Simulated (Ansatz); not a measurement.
# TlSnCl$_{3}$ in the cubic perovskite structure (space group Pm-3m, No. 221; a hypothetical phase, not in the database extracts checked)

```cif
data_Cl3SnTl
_chemical_formula_sum 'Tl1 Sn1 Cl3'
_space_group_name_H-M_alt 'P 1'
_space_group_IT_number 1
_cell_length_a 5.57778
_cell_length_b 5.57778
_cell_length_c 5.57778
_cell_angle_alpha 90.000
_cell_angle_beta 90.000
_cell_angle_gamma 90.000
loop_
_space_group_symop_operation_xyz
  'x, y, z'
loop_
_atom_site_label
_atom_site_type_symbol
_atom_site_fract_x
_atom_site_fract_y
_atom_site_fract_z
_atom_site_occupancy
Tl1 Tl 0.00000 0.00000 0.00000 1
Sn1 Sn 0.50000 0.50000 0.50000 1
Cl1 Cl 0.00000 0.50000 0.50000 1
Cl2 Cl 0.50000 0.50000 0.00000 1
Cl3 Cl 0.50000 0.00000 0.50000 1
```

Calculations: PBE (Ansatz, an electronic-structure program, PAW, no spin-orbit coupling). Γ-centred 6×6×6 mesh, Fermi–Dirac width 0.05 eV.

```json
{
 "volume_per_atom": "34.71 Å³",
 "density": "4.11 g/cm³",
 "band_gap": "0.89 eV, indirect, R → X",
 "electron_mass": "0.44 mₑ along k, 0.79 mₑ across",
 "hole_mass": "0.098 mₑ",
 "Lowest conduction-band minima above the VBM": "X along ⟨100⟩ 0.89 eV; R along ⟨111⟩ 0.93 eV; a point along ⟨111⟩, about 0.5 Å⁻¹ from Γ 1.23 eV; a point along ⟨110⟩, about 0.5 Å⁻¹ from Γ 1.32 eV",
 "total_energy": "-4142.350 eV/atom (σ→0; compares only within this code and set-up)"
}
```

Spin-orbit coupling, missing from the scalar runs, can matter with Tl. Masses are band curvatures over ±0.01 Å⁻¹ around the edge. Along k means along the line from Γ to the band edge. Whether these cells are dynamically stable was not tested. Many cubic perovskites are stable only at high temperature; tilts and polar distortions were not tested.
